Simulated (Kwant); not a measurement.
Model: Hückel tight-binding model, one pz orbital an atom, one spin, coherent transport at 0 K (Kwant). Conductance is in e²/h.

Device: π system c1ccc2ccccc2c1 between two chain leads. The π system is taken as planar. Atoms are numbered from 0 in the order of the SMILES. Site energies (eV, carbon 0): [0.0, 0.0, 0.0, 0.0, 0.0, 0.0, 0.0, 0.0, 0.0, 0.0]. Bonds (i, j, β in eV): (0,1,-3) (1,2,-3) (2,3,-3) (3,4,-3) (4,5,-3) (5,6,-3) (6,7,-3) (7,8,-3) (8,9,-3) (9,0,-3) (8,3,-3). Leads: chains of hopping −4.5 eV, joined by −0.9 eV to atoms 0 and 6.

Site energies and bond integrals are typed Hückel values.

Sweep values stay those of the base run.

One input was changed, with this effect: transmission at E = 0 < 1e-12 → 0.0064.

Question: Which change was it?
A. contacts moved from atoms [0, 6] to [0, 1]
B. contacts moved from atoms [0, 6] to [2, 7]
C. contacts moved from atoms [0, 6] to [0, 5]
D. contacts moved from atoms [0, 6] to [0, 2]
E. contacts moved from atoms [0, 6] to [0, 9]
F. contacts moved from atoms [0, 6] to [0, 7]

Answer: E, contacts moved from atoms [0, 6] to [0, 9]
